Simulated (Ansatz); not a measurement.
Start from Ba in the bcc (W type) structure (space group Im-3m, No. 229; a = 4.882 Å). Axes: x, y, z lie along the cube axes.

Computed with Kohn–Sham DFT with the PBEsol functional, run in Ansatz (a quantum-chemistry and plane-wave program) with PAW and 420 eV plane waves, no SOC, earlier PAW set.

Modification: a free-standing slab of 3 layers (3 atoms, 1 a layer) is cut normal to [110], with 15 Å of vacuum and the in-plane cell held at bulk.

Q: What happens to the change of the spacing d12 from its bulk value of 3.452 Å?

A: The change of the spacing d12 from its bulk value of 3.452 Å comes out as -1.9 %.

Q: Estimate the effect on the excess energy per area of both faces.

A: The excess energy per area of both faces (slab less bulk energy over the cell's area: twice a surface energy) amounts to 0.74 J/m².

Slab and bulk use different k-meshes, which limits the precision of the excess energy. Whether these cells are dynamically stable was not tested.
